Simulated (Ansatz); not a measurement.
# Step by step: formation energy of the neutral V_O in SrO (rock salt, Fm-3m)

Consider the formation energy of the neutral V_O in SrO (rock salt, Fm-3m). Reaction: 32 SrO (rock salt) → cell A + 1/2 O2 (gas).

A: a supercell of 64 sites of SrO (rock salt, Fm-3m) with one empty O site amid 6 Sr; spin state with PBE: run without spin.

Method: Ansatz (a quantum-chemistry and plane-wave program), PAW, neutral cells at 0 K with nuclei at rest, on structures from PBE. Ansatz runs with its default PAW set. Larger cells are relaxed from a start prepared with the learned potential CHGNet till forces fall under 0.03 eV/Å, which some starts already meet. A dispersion term (D3(BJ), or D4 for r2SCAN) was computed beside these levels and is taken off wherever the name lacks it. Mesh and cell size may move defect energies by 0.1 eV or more. The value holds for the reservoirs listed; other chemical potentials shift it. Cell A has symmetry Pm-3m within 0.02 Å and got no random move, so less symmetric positions, which may lie lower, weren't tried.

Total energies of the cells in eV, at zero smearing width. They compare only within one column; the weights balance every element.

```csv
cell,atoms,weight,PBE
A: SrO:V_O,63,+1,-131096.81572
SrO (rock salt),64,−1,-131668.09822
O2 (gas),2,+1/2,-1129.93688
```

PBE: (-131096.81572) − (-131668.09822) + 1/2 × (-1129.93688) = 6.314 eV.

What follows from the PBE value: The value above is the O-rich limit, with O2 (gas) as reservoir. The host forms with -2.72 eV/atom at this level, so before it gives way to its other element Δμ(O) can go down to -2.72 × 2 = -5.44 eV (other compounds may narrow the range). The defect releases 1 O, so the O-poor limit is 6.31 + 1 × (-5.44) = 0.87 eV.
